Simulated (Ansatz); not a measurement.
# LaGaO3: pressure series

Consider LaGaO3 (space group R-3c, No. 167; a = 5.523 Å, c = 13.273 Å (hexagonal axes)).

Cell and atoms are relaxed at each pressure.

Computed with PBEsol/PAW in Ansatz (a program for electronic structure), spin-orbit coupling left out.

| pressure (GPa) | volume per atom (Å³/atom) |
|---|---|
| -2 | 11.820 |
| 0 | 11.686 |
| 0.3 | 11.667 |
| 0.7 | 11.642 |
| 1.5 | 11.592 |
| 3 | 11.501 |
| 5 | ? |
| 7.5 | 11.251 |
| 10 | 11.124 |

Question: Fit the third-order Birch–Murnaghan form P(V) = (3B₀/2)[(V₀/V)^(7/3) − (V₀/V)^(5/3)]·[1 + (3/4)(B₀′ − 4)((V₀/V)^(2/3) − 1)] (squares taken in P) to the rows shown and predict the withheld row.

Answer: Least squares on the printed values gives V₀ = 11.686 Å³/atom, B₀ = 181 GPa, B₀′ = 4.6; this predicts 11.386 Å³/atom, and the run gives 11.386 Å³/atom, in agreement.

Load acts through the strain it causes; cell and atoms are relaxed under it. No phonon test of stability was made. No other phases were tried under pressure.
